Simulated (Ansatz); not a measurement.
The parent structure is GaCuSe₂ in the chalcopyrite structure (space group I-42d, No. 122; a = 5.6719 Å, c = 11.2625 Å).

Method: Ansatz (an electronic-structure program) PBE, spin-orbit coupling left out.

Base values:

| Property | Result |
|---|---|
| c/a ratio | 1.986 |
| Volume per atom | 22.64 Å³ |

The change: a hydrostatic pressure of 60 GPa.

Question: How does this affect the c/a ratio and volume per atom?

Answer: The c/a ratio decreases by 1.2015 to 0.784; the volume per atom drops by 9.688 Å³ (22.64 Å³ → 12.96 Å³).

A case with no gap was solved on a k-mesh chosen for an insulator, which is coarse for it. From pressure 60 GPa on, the axis ratios lie over 15 % from the base's, so the cell there is far from its starting form. Load acts through the strain it causes; cell and atoms are relaxed under it. Whether these cells are dynamically stable was not tested. Competing high-pressure phases were not computed. The final runs are not spin-polarised.
